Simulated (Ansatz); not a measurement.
We consider cubic perovskite BaZrO3, described by r²SCAN (Ansatz, a first-principles code, plane waves, PAW).

Run with plane-wave cutoff 600 eV, 6×6×6 k mesh, finite displacements, scalar-relativistic PAW data made under PBE.

The cell has the measured lattice: a = b = c = 4.191 Å, α = β = γ = 90.00°.

Task: Predict the electronic dielectric constant ε∞ and dielectric constant ε0 (ions relaxed).

Result: 
* **electronic dielectric constant ε∞**: 4.48
* **dielectric constant ε0 (ions relaxed)**: 50.5

Measured, for comparison: static dielectric constant 47 (0 K, zero-point motion not removed; as tabulated in arXiv:cond-mat/0603674). Computed (rounded) less measured: static dielectric constant +7 %.

Note: the cell isn't this level's own, so it is under some stress, which shifts stiffness and frequencies.

Spin–orbit coupling is not included.
